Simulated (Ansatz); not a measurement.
How a calculation on MgCu6O2F10 (P1, 19 atoms in the cell) responds to its settings

```xyz
19
Lattice="5.5575 0.0000 0.0000 -2.2536 5.5783 0.0000 -2.7663 -1.8678 7.4972" Properties=species:S:1:pos:R:3 pbc="T T T"
Mg    -1.4547     2.9412     6.2656
Cu     1.6823     2.2108     4.5406
Cu    -0.1850     0.1959     6.0683
Cu     0.8290     3.4073     1.4509
Cu    -1.6067     1.5577     2.5089
Cu     1.2997    -0.8613     3.5232
Cu     0.3172    -0.0058     0.2164
O      1.1008     0.4967     4.7554
O     -0.6269     3.1455     2.5872
F     -2.9743     2.4397     7.4454
F      0.4147     3.3418     5.6355
F     -2.5370     3.7120     4.8059
F     -1.5277    -0.2375     7.3922
F     -1.4734     1.3011     5.1827
F      2.1955     2.4805     2.5847
F      2.3817     4.0094     0.3086
F      2.9517    -0.0835     2.6401
F     -0.0424     0.4615     2.0970
F      1.0105    -0.8600     7.1500
```
Moments meant for the start (each program seeds them in its own way; μB, in the order of the atoms Mg Cu Cu Cu Cu Cu Cu O O F F F F F F F F F F): 0.0 1.0 1.0 1.0 1.0 1.0 1.0 0.0 0.0 0.0 0.0 0.0 0.0 0.0 0.0 0.0 0.0 0.0 0.0.

Base run A: LDA (PW92), default PAW files made with PBE in Ansatz (a program for electronic structure), self-consistent single point.

Its settings: kpoints.mp_grid.grid = 3 2 2; hamiltonian.xc = lda; hamiltonian.pseudopotentials = {kind: paw} (the program's default PAW files); magnetization.spin_polarized = true; scf.occupations.method = gaussian; scf.occupations.width = 0.136 eV.

The starting cell comes from a database of computed structures (which also holds hypothetical and non-ambient phases and stackings), without a prior relaxation at this level. The magnetic order is the one reached from the typed start; others were not searched systematically. The program warned that a starting moment was not kept. In the base run, with a pressure of about -9 GPa the cell is away from its equilibrium volume at this level. Ansatz's pressure includes its estimate of the finite-basis (Pulay) stress. The run gives no clean gap (levels at the Fermi energy touch, overlap or are partly filled at this smearing), which alone does not show that the compound is a metal. Without a gap this mesh is coarse (it stands for a supercell whose shortest vector is 12 Å).

ΔF is the free energy per atom less that of run A. 

```csv
run,scf.occupations.width,ΔF (meV/atom),pressure (GPa),largest force (eV/Å),size of the net moment (μB/atom),TS (meV/atom)
A,0.136 eV,0.00,-9.45,0.516,0.11,4.0
B,0.002 eV,1.87,-9.48,0.509,0.11,0.0
C,0.01 eV,1.85,-9.48,0.509,0.11,0.0
D,0.025 eV,1.80,-9.48,0.509,0.11,0.1
E,0.05 eV,1.64,-9.48,0.512,0.11,0.5
F,0.1 eV,0.89,-9.46,0.516,0.11,2.1
G,0.15 eV,-0.43,-9.44,0.515,0.11,4.9
H,0.2 eV,-2.5,-9.42,0.508,0.11,9.9
I,0.3 eV,-9.4,-9.36,0.475,0.09,26.8
J,0.5 eV,-33.8,-9.03,0.411,0.02,74.2
K,0.8 eV,-87.9,-8.32,0.325,0.00,166.6
```

Run B against A: The free energy rises by 1.9 meV/atom, the pressure moves little (-9.45 to -9.48 GPa), the largest force hardly changes (0.516 to 0.509 eV/Å) and the size of the net moment stays at 0.11 μB/atom.

Run I against A: The free energy goes down by 9.4 meV/atom, the pressure hardly changes (-9.45 to -9.36 GPa), the largest force goes from 0.516 to 0.475 eV/Å and the size of the net moment moves little (0.11 to 0.09 μB/atom).

Run H against A: The free energy falls by 2.5 meV/atom, the pressure moves little (-9.45 to -9.42 GPa), the largest force hardly changes (0.516 to 0.508 eV/Å) and the size of the net moment stays at 0.11 μB/atom.

Runs K lost their moments and ended non-magnetic.

Keys are those of Ansatz 0.2.
